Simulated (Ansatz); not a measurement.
```
Al6Pd12As5
1.0
    4.05042     0.00091     0.05148
    0.00027     4.05000    -0.09847
    1.67729     0.65478    26.84677
Al As Pd
6 5 12
Direct
  0.85418   0.86006   0.12937
  0.40705   0.35959   0.02199
  0.74720   0.86051   0.34291
  0.30089   0.36051   0.23616
  0.63880   0.86003   0.55707
  0.19306   0.36040   0.44972
  0.87977   0.36003   0.07660
  0.77424   0.36053   0.28954
  0.32758   0.86046   0.18281
  0.66680   0.36008   0.50247
  0.22043   0.86045   0.39630
  0.57518   0.85990   0.68385
  0.07515   0.35988   0.68363
  0.11131   0.85998   0.61178
  0.61226   0.35994   0.60922
  0.50504   0.85985   0.82449
  0.00506   0.35978   0.82433
  0.03997   0.85980   0.75435
  0.53983   0.35987   0.75450
  0.43416   0.85977   0.96717
  0.93294   0.35970   0.96953
  0.96985   0.85977   0.89524
  0.46993   0.35981   0.89493
```

The first 11 atoms are the substrate (AlAs-zb), the rest the film (Pd).

Level of theory: PBE (plane waves to 420 eV, PAW; Ansatz, a program for electronic structure). Scalar-relativistic, without spin–orbit coupling; the runs are not spin-polarised; PBE gaps are too small against experiment. Its k-point mesh 8×8×1, Fermi–Dirac width 0.05 eV.

Describe the bonding at the interfaces and give the barriers.

A periodic stack without vacuum, fcc Pd (0 0 1) on zinc-blende AlAs (0 0 1) (film strained to the substrate, started from cuts of the bulks and a machine-learned relaxation; slabs Al6As5 and Pd12, which can lie off the formulas): substrate slab Al6As5, film Pd12, surface cells [[1, 0], [1, 1]] and [[0, -1], [2, 1]], film strained by +2.7 and +2.7 %, outermost planes Al/Al and Pd/Pd as cut, which need not be the usual terminations and can put a slab off its formula.
interface area: 16.4 Å²
period: 26.83 Å
heights between the nearest atoms of the two slabs at the two interfaces: 1.40 and 1.41 Å
Al–Pd contacts across the interfaces within 1.22 times the sum of covalent radii: 8, mean 2.48 Å
As–Pd contacts across the interfaces within 1.22 times the sum of covalent radii: 2, mean 2.87 Å
hole barrier (PBE): 0.65 eV
electron barrier (PBE): 0.86 eV
